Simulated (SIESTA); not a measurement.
# SIESTA run on K (Im-3m, 1 atom in the cell): self-consistent single point

Computed with SIESTA with GGA PBE, numerical atomic orbitals DZP, PseudoDojo PBE standard norm-conserving potentials (rewritten from UPF to PSML).

Input:

```
# files in the folder: K.psml (PseudoDojo PBE standard)
SystemName  K
SystemLabel K

NumberOfAtoms                1
NumberOfSpecies              1
%block ChemicalSpeciesLabel
  1 19 K
%endblock ChemicalSpeciesLabel
LatticeConstant              4.595477 Ang
%block LatticeVectors
    -0.577350295    0.577350295    0.577350295
     0.577350295   -0.577350295    0.577350295
     0.577350295    0.577350295   -0.577350295
%endblock LatticeVectors
AtomicCoordinatesFormat      Ang
%block AtomicCoordinatesAndAtomicSpecies
     0.000000000    0.000000000    0.000000000  1
%endblock AtomicCoordinatesAndAtomicSpecies

XC.functional                GGA
XC.authors                   PBE
PAO.BasisSize                DZP
PAO.EnergyShift              0.005 Ry
MeshCutoff                   300 Ry
%block kgrid.MonkhorstPack
    9   0   0  0.0
    0   9   0  0.0
    0   0   9  0.0
%endblock kgrid.MonkhorstPack
OccupationFunction           FD
ElectronicTemperature        100.0 meV

MaxSCFIterations             150
SCF.Mixer.Method             Pulay
SCF.Mixer.Weight             0.2
SCF.Mixer.History            8
SCF.DM.Tolerance             1.0E-04
Diag.ParallelOverK           true
WriteForces                  true
Charge.Mulliken              end
```

Output, abridged:

```
reinit: Reading from file input.fdf

reinit: System Name: K
reinit: System Label: K

coor:   Atomic-coordinates input format  =     Cartesian coordinates
coor:                                          (in Angstroms)

siesta: Atomic coordinates (Bohr) and species
siesta:      0.00000   0.00000   0.00000  1        1

siesta: System type = bulk

initatomlists: Number of atoms, orbitals, and projectors:      1     9    18

siesta: ******************** Simulation parameters ****************************
redata: Spin configuration                          = none
redata: Time-Reversal Symmetry                      = T
redata: Number of Atomic Species                    =        1
redata: Mesh Cutoff                                 =   300.0000 Ry
redata: Net charge of the system                    =     0.0000 |e|
redata: Min. number of SCF Iter                     =        0
redata: Max. number of SCF Iter                     =      150
redata: SCF convergence failure will abort job
redata: SCF mix quantity                            = Hamiltonian
redata: Mix DM or H after convergence               =   F
redata: Recompute H after scf cycle                 =   F
redata: Mix DM in first SCF step                    =   T
redata: No kicks to SCF
redata: DM Mixing Weight for Kicks                  =     0.5000
redata: Require Harris convergence for SCF          =   F
redata: Harris energy tolerance for SCF             =     0.000100 eV
redata: Require DM convergence for SCF              =   T
redata: DM tolerance for SCF                        =     0.000100
redata: Require EDM convergence for SCF             =   F
redata: EDM tolerance for SCF                       =     0.001000 eV
redata: Require H convergence for SCF               =   T
redata: Hamiltonian tolerance for SCF               =     0.001000 eV
redata: Require (free) Energy convergence for SCF   =   F
redata: (free) Energy tolerance for SCF             =     0.000100 eV
redata: Using DFT-D3 dispersion                     =   F
redata: Using Saved Data (generic)                  =   F
redata: Method of Calculation                       = Diagonalization
redata: Electronic Temperature                      =  1160.4518 K
redata: Number of TDED substeps                     =        3
redata: Dynamics option                             = Single-point calculation
redata: Save all siesta data in one NC              =   F
redata: ***********************************************************************

%block SCF.Mixers
  Pulay
%endblock SCF.Mixers

%block SCF.Mixer.Pulay
  # Mixing method
  method pulay
  variant stable

  # Mixing options
  weight 0.2000
  weight.linear 0.2000
  history 8
%endblock SCF.Mixer.Pulay

DM_history_depth set to one: no extrapolation allowed by default for geometry relaxation
Size of DM history Fstack: 1
Total number of electrons:     9.000000
Total ionic charge:     9.000000

* ProcessorY, Blocksize:    1  10

* Orbital distribution balance (max,min):     9     9

 Kpoints in:          405 . Kpoints trimmed:          365

siesta: k-grid: Number of k-points = 365
siesta: k-points from Monkhorst-Pack grid
siesta: k-cutoff (effective) =    20.680 Ang
siesta: k-point supercell and displacements
siesta: k-grid:     9     0     0      0.000
siesta: k-grid:     0     9     0      0.000
siesta: k-grid:     0     0     9      0.000

diag: Algorithm                                     = D&C
diag: Parallel over k                               =   F
diag: Use parallel 2D distribution                  =   F
diag: Parallel block-size                           = 10
diag: Parallel distribution                         =     1 x     1
diag: Used triangular part                          = Lower
diag: Absolute tolerance                            =  0.100E-15
diag: Orthogonalization factor                      =  0.100E-05
diag: Memory factor                                 =  1.0000

superc: Internal auxiliary supercell:     7 x     7 x     7  =     343
superc: Number of atoms, orbitals, and projectors:    343   3087   6174

                        Single-point calculation

superc: Internal auxiliary supercell:     7 x     7 x     7  =     343
superc: Number of atoms, orbitals, and projectors:    343   3087   6174

outcell: Unit cell vectors (Ang):
       -2.653200    2.653200    2.653200
        2.653200   -2.653200    2.653200
        2.653200    2.653200   -2.653200

outcell: Cell vector modules (Ang)   :    4.595477    4.595477    4.595477
outcell: Cell angles (23,13,12) (deg):    109.4712    109.4712    109.4712
outcell: Cell volume (Ang**3)        :     74.7085
new_DM -- step:     1
Initializing Density Matrix...

Attempting to read DM from file... Failed...
DM filled with atomic data:

InitMesh: MESH = 40 x 40 x 40 = 64000
InitMesh: Mesh cutoff (required, used) =   300.000   314.088 Ry

stepf: Fermi-Dirac step function

        iscf     Eharris(eV)        E_KS(eV)     FreeEng(eV)     dDmax    Ef(eV) dHmax(eV)
   scf:    1     -817.194818     -817.436540     -817.457705  0.568462 -2.814840  1.461072
   scf:    2     -817.457646     -817.447262     -817.468432  0.021893 -2.835324  1.089193
   scf:    3     -817.470411     -817.460128     -817.481306  0.061171 -2.895252  0.013075
   scf:    4     -817.460050     -817.460093     -817.481278  0.003575 -2.904389  0.053053
   scf:    5     -817.460146     -817.460122     -817.481307  0.002892 -2.901727  0.000779
   scf:    6     -817.460122     -817.460122     -817.481307  0.000047 -2.901684  0.000092

SCF Convergence by DM+H criterion
max |DM_out - DM_in|         :     0.0000473476
max |H_out - H_in|      (eV) :     0.0000915203
SCF cycle converged after 6 iterations

Using DM_out to compute the final energy and forces

siesta: E_KS(eV) =             -817.4601

siesta: E_KS - E_eggbox =      -817.4601

siesta: Atomic forces (eV/Ang):
     1   -0.000000   -0.000000    0.000000
   Tot   -0.000000   -0.000000    0.000000
   Max    0.000000
   Res    0.000000    sqrt( Sum f_i^2 / 3N )
   Max    0.000000    constrained

Stress tensor Voigt[x,y,z,yz,xz,xy] (kbar):       -1.93       -1.93       -1.93        0.00        0.00        0.00
(Free)E + p*V (eV/cell)     -817.3915
Target enthalpy (eV/cell)     -817.4813

siesta: Program's energy decomposition (eV):
siesta: Ebs     =      -186.981679
siesta: Eions   =      1544.345048
siesta: Ena     =       500.423518
siesta: Ekin    =       277.051423
siesta: Enl     =       113.772061
siesta: Eso     =         0.000000
siesta: Edftu   =         0.000000
siesta: DEna    =         8.050772
siesta: DUscf   =         0.080110
siesta: DUext   =         0.000000
siesta: Ex      =      -160.589642
siesta: Ec      =       -11.903317
siesta: Exc     =      -172.492959
siesta: Eharris =      -817.460122
siesta: Etot    =      -817.460122
siesta: FreeEng =      -817.481307

siesta: Stress tensor (static) (eV/Ang**3):
siesta:    -0.001202    0.000002    0.000002
siesta:     0.000002   -0.001202    0.000002
siesta:     0.000002    0.000002   -0.001202

siesta: Cell volume =         74.708490 Ang**3

siesta: Pressure (static):
siesta:                Solid            Molecule  Units
siesta:           0.00001309          0.00001309  Ry/Bohr**3
siesta:           0.00120207          0.00120207  eV/Ang**3
siesta:           1.92592099          1.92592099  kBar

mulliken: Atomic and Orbital Populations:

Species: K
Atom  Qatom  Qorb
               3s      4s      4s      3py     3pz     3px     4py     4pz
               4px
   1  9.000   1.993   0.610   0.050   2.020   2.020   2.020   0.095   0.095
              0.095

mulliken: Qtot =        9.000

Mulliken Atomic Populations:
Atom #   charge [q] valence [e]  Species
     1    -0.000000    9.000000  K
 Total    -0.000000
```

The run converged in 6 iterations.

The starting cell has typed, rounded lattice constants, without a prior relaxation at this level. Its lattice was rescaled by up to half a per cent. Values carry the incompleteness of an atom-centred basis.
